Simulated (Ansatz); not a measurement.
**K3P (space group P6_3/mmc, No. 194; a model cell)**

K3P is modelled in the hexagonal space group P6₃/mmc (No. 194), Pearson symbol hP8. Lattice parameters: a = 5.6737 Å, b = 5.6737 Å, c = 10.0360 Å, α = 90.00°, β = 90.00°, γ = 120.00°. K1 on 2b is surrounded by 3 P at 3.276 Å (trigonal planar). K2 on 4f sees 1 P at 3.322 Å and 3 P at 3.689 Å (tetrahedral). P on 2c sees 5 K at 3.276–3.322 Å and 6 K at 3.689 Å. (Neighbours: up to the widest gap in distance over summed covalent radii, below 1.35, at either atom; cation-cation and far metal-metal contacts left out.)

Level of theory: r2SCAN in Ansatz (plane waves to 500 eV, PAW, no spin-orbit coupling). Settings: 7×7×4 k-points, 0.05 eV Fermi–Dirac smearing.

```yaml
volume_per_atom: 34.97 Å³
density: 1.76 g/cm³
band_gap: 0.61 eV, indirect, M → Γ
electron_mass: 0.15 mₑ along c, 0.20 mₑ across
Lowest conduction-band minima above the VBM: Γ 0.61 eV; L (1/2, 0, 1/2) 1.94 eV
total_energy: -1347.001 eV/atom (σ→0; compares only within this code and set-up)
```

Effective masses come from finite differences of ±0.01 Å⁻¹. Whether these cells are dynamically stable was not tested.

Ansatz is an electronic-structure program.
